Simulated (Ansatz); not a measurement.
## What pressure 50 GPa does to ScAl3

Start from ScAl3 in the Cu3Au type structure (space group Pm-3m, No. 221; a = 4.1055 Å).

One thing is altered: cell and atoms relaxed at a pressure of 50 GPa.

Computed with plane-wave PAW DFT at the PBE level (Ansatz, a first-principles code, 420 eV), no spin-orbit coupling. k-mesh 11×11×11 (Γ-centred); smearing 0.05 eV (Fermi–Dirac).

| quantity | base | changed | shift |
|---|---|---|---|
| lattice parameter a | 4.106 Å | 3.701 Å | -0.4040 Å |
| shortest interatomic distance | 2.903 Å | 2.617 Å | -0.286 Å |
| enthalpy H = E + PV relative to the base's energy | – | +4.51 eV/atom | – |
| band gap | zero | zero | – |

Final structure:

```
ScAl3
1.0
    3.70149     0.00000     0.00000
    0.00000     3.70149     0.00000
    0.00000     0.00000     3.70149
Al Sc
3 1
Direct
  0.00000   0.50000   0.50000
  0.50000   0.50000   0.00000
  0.50000   0.00000   0.50000
  0.00000   0.00000   0.00000
```

Load acts through the strain it causes; cell and atoms are relaxed under it. Whether these cells are dynamically stable was not tested. Competing high-pressure phases were not computed. All final runs are without spin polarisation.
